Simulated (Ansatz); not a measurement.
**The (110) surface of bcc Mo in its 1x1 cell**

These are PBE (plane waves to 420 eV, PAW; Ansatz, a first-principles code) values and carry that method's errors.

Slab: 4 atoms, 6.7 Å thick at the start (thin: gaps and levels are the slab's own); k 12x12x1, smearing 0.1 eV, dipole-corrected; all atoms relaxed; symmetry of the start imposed; no spin, no spin-orbit, no U.

```
Item                                             Result
-----------------------------  ------------------------
work function of the top face                   4.59 eV
energy released by relaxation                  0.060 eV
cost                           roughly 2.2 core-minutes
```
